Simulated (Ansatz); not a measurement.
Band structure of WSi2 (I4/mmm, 3 atoms in the cell).

```yaml
crystal:
  lattice:
    - [-1.61078, 1.61078, 3.92909]
    - [1.61078, -1.61078, 3.92909]
    - [1.61078, 1.61078, -3.92909]
  atoms:
    - { symbol: Si, position: [0.66500, 0.66500, 0.00000] }
    - { symbol: Si, position: [0.33500, 0.33500, 0.00000] }
    - { symbol: W, position: [0.00000, 0.00000, 0.00000] }
```

Computed with PBE (plane waves, PAW; Ansatz, an electronic-structure program).

Settings: kpoints.mp_grid.grid = 10 10 10; hamiltonian.xc = pbe; hamiltonian.pseudopotentials = {kind: paw} (the program's default PAW files); scf.occupations.method = fermi_dirac; scf.occupations.width = 0.136 eV; kpoints.band_path.npoints = 8.

The starting cell has typed, rounded lattice constants, without a prior relaxation at this level. Its lattice was rescaled by a random factor within 2.5 % of one. Spin-orbit coupling is off. Spin polarisation is off.

Levels in eV from the Fermi level, bands 8 to 14:
```csv
point,8,9,10,11,12,13,14
Γ,-3.30,-2.81,-2.81,0.60,2.71,2.97,3.04
X,-5.49,-4.97,-3.24,-1.77,2.76,2.93,3.08
Y,-5.09,-4.07,-3.10,-2.32,1.94,2.12,2.99
S,-3.03,-2.69,-2.47,-0.32,1.78,2.50,3.54
Z,-2.54,-0.83,-0.83,-0.51,-0.51,0.77,4.45
S1,-3.03,-2.69,-2.47,-0.32,1.78,2.50,3.54
N,-4.84,-2.79,-2.74,-0.43,2.67,2.79,3.89
P,-6.53,-3.01,-2.43,-2.43,0.05,2.93,3.58
Y1,-5.09,-4.07,-3.10,-2.32,1.94,2.12,2.99
```

Bands cross the Fermi level along this path, so the cell is metallic at this level.

Keys are those of Ansatz 0.2.
